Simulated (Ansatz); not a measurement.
SnS (Fm-3m, No. 225, 2 atoms in the cell; start mp-1876; a measured phase of this formula has another space group) was calculated with G0W0@HSE06 (plane waves, hard PAW, contour deformation; Ansatz, a program for electronic structure).

The cell is the one relaxed with PBEsol. Conventional cell: a = 5.7267 Å, b = 5.7267 Å, c = 5.7267 Å, α = 90.00°, β = 90.00°, γ = 90.00°.

The quasiparticle gap at Γ at a fixed k mesh 4×4×4:

| response cutoff | value (eV) |
|---|---|
| 150 eV, 360 empty bands | 8.469 |
| 200 eV, 554 empty bands | 8.492 |
| 250 eV, 774 empty bands | 8.504 |
| 300 eV, 1018 empty bands | 8.512 |

**Question.** Taking the value to converge with the response cutoff E as E^(−3/2), extrapolate from the last two rows.

**Answer.** With y = y∞ + c/w and weights w = 3953 and 5196 for the last two rows, y∞ = (w2 y2 − w1 y1)/(w2 − w1) = (5196 × 8.512 − 3953 × 8.504)/1243 = 8.537 eV, which lies 0.025 beyond the last row. Successive pairs of rows give 8.535, 8.534, 8.537. The limit also hangs on the law assumed, so its last digits aren't firm.

The other settings are not extrapolated, so this is the limit in one setting alone.

At the last cutoff the smallest gap on this mesh is 0.80 eV, with an edge away from Γ.

Spin–orbit coupling is not included.

Note: filled d or f shells below the valence bands can shift G0W0 gaps through exchange with them, which wasn't tested here. Note: GW on a hybrid start was not checked against another program.

A start named mp-… is a Materials Project structure, which need not be a measured phase.
